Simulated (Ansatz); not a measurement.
# A computed series for HfS2: response to strain

The reference is HfS₂ in the CdI2 type structure (space group P-3m1, No. 164; a = 3.547 Å, c = 5.577 Å; layered, stacked along the Cartesian z axis).

Strains are applied to the cell and any free atomic positions relax.

Computed with PBEsol-D3(BJ) (Ansatz, a program for electronic structure, PAW, no spin-orbit coupling).

Notes on the quantities. pressure: mean of the normal stresses, compression positive.

```
change                    band gap    pressure  volume per atom  smallest direct gap
------------------------  --------  ----------  ---------------  -------------------
base                       0.45 eV     0.0 GPa         20.26 Å³              1.50 eV
isotropic strain −3.00 %      zero     5.8 GPa         18.49 Å³                    –
isotropic strain −2.00 %   0.09 eV   36.4 kbar         19.07 Å³              1.21 eV
isotropic strain −1.50 %   0.19 eV   26.4 kbar         19.36 Å³                    …
isotropic strain −1.00 %   0.28 eV   17.0 kbar         19.66 Å³              1.36 eV
isotropic strain −0.50 %   0.36 eV    8.3 kbar         19.96 Å³                    …
isotropic strain +1.00 %   0.61 eV           …         20.87 Å³              1.63 eV
isotropic strain +1.50 %   0.68 eV  -21.4 kbar         21.19 Å³              1.66 eV
isotropic strain +2.00 %   0.75 eV           …         21.50 Å³              1.67 eV
isotropic strain +2.50 %   0.82 eV  -32.9 kbar         21.82 Å³              1.69 eV
```

Task: What belongs in the blanks?

Result: 
- isotropic strain −1.50 %, smallest direct gap: 1.29 eV
- isotropic strain −0.50 %, smallest direct gap: 1.43 eV
- isotropic strain +1.00 %, pressure: -14.6 kbar
- isotropic strain +2.00 %, pressure: -27.5 kbar

A case with no gap was solved on a k-mesh chosen for an insulator, which is coarse for it. With Hf present, leaving out spin-orbit coupling can change the band edges. Stability against distortions was not tested. The final runs are not spin-polarised. The zero or small gap of HfS2 under isotropic strain −3.00 %, HfS2 under isotropic strain −2.00 %, HfS2 under isotropic strain −1.50 % and HfS2 under isotropic strain −1.00 % can change with the level of theory.
